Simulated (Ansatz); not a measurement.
**Response to strain in TiAl**

Consider TiAl (space group P4/mmm, No. 123; a = 2.824 Å, c = 4.075 Å; relaxed with 0.1 eV smearing). Axes: x, y, z lie along a, b, c of the conventional cell.

Strains are applied to the cell and any free atomic positions relax; under biaxial strain the out-of-plane vector relaxes too.

All numbers come from DFT with PBE, PAW potentials and a 420 eV plane-wave cutoff in Ansatz (a quantum-chemistry and plane-wave program), spin-orbit coupling left out.

Candidates:
(a) biaxial strain +1.50 %, plane normal [001], relaxed out of plane
(b) biaxial strain +1.00 %, plane normal [001], relaxed out of plane
(c) biaxial strain −3.00 %, plane normal [001], relaxed out of plane
(d) biaxial strain +2.00 %, plane normal [001], relaxed out of plane
(e) biaxial strain −2.50 %, plane normal [001], relaxed out of plane

Question: Order them by out-of-plane strain, highest first.

Answer: (c) biaxial strain −3.00 %, plane normal [001], relaxed out of plane (+2.95 %), (e) biaxial strain −2.50 %, plane normal [001], relaxed out of plane (+2.45 %), (b) biaxial strain +1.00 %, plane normal [001], relaxed out of plane (-1.02 %), (a) biaxial strain +1.50 %, plane normal [001], relaxed out of plane (-1.56 %), (d) biaxial strain +2.00 %, plane normal [001], relaxed out of plane (-2.13 %)

Stability against distortions was not tested. All final runs are without spin polarisation.
